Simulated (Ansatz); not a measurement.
Density of states of Al (Fm-3m) near the Fermi level, PBEsol, rigid bands (Ansatz, a program for electronic structure).

```
E − E_F (eV)  states/eV/cell
------------  --------------
-1.92                   0.35
-1.82                   0.34
-1.72                   0.34
-1.62                   0.34
-1.52                   0.36
-1.42                   0.37
-1.32                   0.37
-1.22                   0.38
-1.12                   0.38
-1.02                   0.39
-0.92                   0.40
-0.82                   0.40
-0.72                   0.39
-0.62                   0.38
-0.52                   0.37
-0.42                   0.36
-0.32                   0.38
-0.22                   0.38
-0.12                   0.39
-0.02                   0.40
0.08                    0.41
0.18                    0.41
0.28                    0.42
0.38                    0.42
0.48                    0.42
0.58                    0.42
0.68                    0.42
0.78                    0.42
0.88                    0.42
0.98                    0.42
1.08                    0.42
1.18                    0.42
1.28                    0.42
1.38                    0.42
1.48                    0.43
1.58                    0.43
1.68                    0.43
1.78                    0.44
1.88                    0.44
```

Problem. With 1 atom a cell, what bare Sommerfeld coefficient γ = (π²/3) k_B² N(E_F) follows?

Solution. N(E_F) ≈ 0.41 states/eV a cell at 300 K, so γ ≈ 0.96 mJ/(mol of atoms·K²), before many-body enhancement (phonons, spin fluctuations, correlation).

Problem. How far does the Fermi level move in a rigid band for 0.1 electron a cell added or removed?

Solution. 243 meV and -256 meV.

A metal at this level (no band gap); rigid bands, thermally averaged at 300 K, both spins. Spin-orbit coupling is left out. Geometry: cell and atoms relaxed with PBEsol.
